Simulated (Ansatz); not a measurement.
Given:

End structure of I on the 1x1 (111) surface of fcc Rh, one in a 1x1 cell, started at the site 'top Rh':

```
CELL_PARAMETERS angstrom
      2.70822     0.00000     0.00000
     -1.35411     2.34539     0.00000
      0.00000     0.00000    26.00000
ATOMIC_POSITIONS crystal
  Rh 0.33333 0.66667 0.37435
  Rh 0.66667 0.33333 0.45810
  Rh 0.00000 0.00000 0.54186
  Rh 0.33333 0.66667 0.62648
  I  0.33333 0.66667 0.73373
```

Model: 5-atom slab, 6.5 Å thick at the start under the adsorbate (thin: gaps and levels are the slab's own), 12x12x1 mesh, Fermi-Dirac 0.1 eV, dipole correction, 2 atoms held, the rest relaxed; start symmetry kept, larger cells not searched; no spin, no spin-orbit, no U, no dispersion correction. At the end it is bonded to Rh. In PBE it is, or lies within 0.03 eV of, the lowest of the starts that converged.

A negative adsorption energy means that the adsorbate is more stable on the surface than in its reference.

Task: Estimate the change of the work function that PBE (Ansatz, an electronic-structure program) returns for this input.

Result: -1.93 eV

Task: Give the adsorption energy against ½ I2(g) at the level PBE.

Result: 2.36 eV

Task: Predict the work function of the top face from PBE.

Result: 3.22 eV

Task: Predict the change of the step from the bottom to the top vacuum level, against the clean slab from PBE.

Result: -1.89 eV
